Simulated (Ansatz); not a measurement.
Consider TiC in the rock salt structure (space group Fm-3m, No. 225; a = 4.293 Å; relaxed with 0.1 eV smearing). Axes: x, y, z lie along the cube axes.

Calculations: PBEsol in Ansatz (plane waves to 420 eV, PAW, without spin-orbit coupling).

Perturbation: the cell is stretched by 3.59 % along z with no lateral relaxation; the atoms relax in the strained cell.

Task: What happens to the stress?

Result: The stress (xx, yy, zz, yz, xz, xy; compression positive) is (-4.1, -4.1, -16.3, 0.0, 0.0, 0.0) GPa.

Task: What happens to the energy relative to the base?

Result: The energy increases by 19 meV/atom.

Stability against distortions was not tested. The base started in Pnma and relaxed to Fm-3m at this level. All final runs are without spin polarisation.

Ansatz is a program for electronic structure.
